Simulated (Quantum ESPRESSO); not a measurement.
**Short convergence ladders for YSi₂Rh₃ (P6mm, 6 atoms in the cell)**

```
CELL_PARAMETERS angstrom
      5.45552     0.00000     0.00000
     -2.72776     4.72462     0.00000
      0.00000     0.00000     3.59293
ATOMIC_POSITIONS crystal
  Y  0.00000 0.00000 0.01392
  Si 0.66667 0.33333 0.00000
  Si 0.33333 0.66667 0.00000
  Rh 0.00000 0.50000 0.50000
  Rh 0.50000 0.00000 0.50000
  Rh 0.50000 0.50000 0.50000
```

Base method: PBEsol, GBRV 1.5 ultrasoft (PBESOL) pseudopotentials (plane waves; Quantum ESPRESSO).

Base settings: ecutwfc = 40 Ry; ecutrho = 320 Ry; occupations = smearing; smearing = fd; degauss = 0.0073499 Ry; potentials = {Y: y_pbesol_v1.4.uspp.F.UPF, Si: si_pbesol_v1.uspp.F.UPF, Rh: rh_pbesol_v1.4.uspp.F.UPF}; K_POINTS = automatic 3 3 3 0 0 0; conv_thr = 1e-09 Ry.

The count of work is k-points × plane waves × bands × iterations; it is no time. Core times come from one kind of shared machine, to one figure; runs under 30 s give none.

**The plane-wave cutoff**

Moved along: ecutrho.

The second cell is the first with its lattice scaled by 0.98.

The mesh stays at the base's, so the ladder's end is converged at best in this setting alone.

Only quantities that move along the ladder and can be compared are tabulated.

```tsv
ecutwfc	free energy less the last step's (meV/atom)	energy of the compressed cell less the first (meV/atom)	pressure (GPa)	largest difference of a force vector from the last step's (eV/Å)	count of work / last	core time / last (rough)
14 Ry	47736.69	-39.79	-1038.15	0.073	0.072	–
18 Ry	18600.95	-189.69	-587.17	0.018	0.089	–
22 Ry	6343.56	-20.95	-270.98	0.043	0.12	–
28 Ry	1037.86	40.27	-62.03	0.009	0.16	0.3
36 Ry	48.54	64.27	-1.07	0.003	0.23	0.4
40 Ry	8.98	62.73	3.19	0.001	0.27	0.3
48 Ry	2.87	62.95	4.20	0.000	0.35	0.6
96 Ry	0.00	62.90	4.14	0.000	1.0	1
```

Coarsest ecutwfc that holds the pressure within 0.5 GPa of the last step, with all finer ones: 48 Ry, at 0.35 of the last step's count of work; the step before is off by 0.95 GPa.

Coarsest ecutwfc that holds the free energy within 5 meV/atom: not settled: the last two steps still differ by 2.9 meV/atom, over half the tolerance, so the ladder does not show it.

Coarsest ecutwfc that holds the energy of the compressed cell less the first within 0.5 meV/atom of the last step, with all finer ones: 40 Ry, at 0.27 of the last step's count of work and about 0.3 of the last step's time; the step before is off by 1.4 meV/atom.

At the lowest cutoff the pressure lies 1040 GPa under the last step's, the usual sign of Pulay stress in an incomplete plane-wave basis.

**The density cutoff**

The second cell is the first with its lattice scaled by 0.98.

The mesh stays at the base's, so the ladder's end is converged at best in this setting alone.

Only quantities that move along the ladder and can be compared are tabulated.

```tsv
ecutrho	free energy less the last step's (meV/atom)	energy of the compressed cell less the first (meV/atom)	pressure (GPa)	largest difference of a force vector from the last step's (eV/Å)	core time / last (rough)
80 Ry	-25.67	64.92	5.91	0.083	–
120 Ry	-0.05	62.73	3.18	0.002	–
160 Ry	0.00	62.73	3.20	0.002	0.3
200 Ry	0.00	62.74	3.19	0.000	0.5
240 Ry	0.00	62.73	3.19	0.000	0.5
320 Ry	-0.02	62.73	3.19	0.000	0.3
400 Ry	-0.01	62.73	3.19	0.000	0.9
640 Ry	0.00	62.73	3.19	0.000	1
```

Coarsest ecutrho that holds the forces within 0.005 eV/Å of the last step, with all finer ones: 120 Ry; the step before is off by 0.083 eV/Å.

Coarsest ecutrho that holds the free energy within 0.5 meV/atom of the last step, with all finer ones: 120 Ry; the step before is off by 26 meV/atom.

Coarsest ecutrho that holds the energy of the compressed cell less the first within 1 meV/atom of the last step, with all finer ones: 120 Ry; the step before is off by 2.2 meV/atom.

On the base run: the starting cell comes from a database of computed structures (which also holds hypothetical and non-ambient phases and stackings), without a prior relaxation at this level. Its lattice was rescaled by up to half a per cent. One atom was moved a little off its site on purpose. Spin polarisation is off. In the base run, with a pressure of about 3 GPa the cell is away from its equilibrium volume at this level. Without a gap this mesh is coarse (it stands for a supercell whose shortest vector is 11 Å).
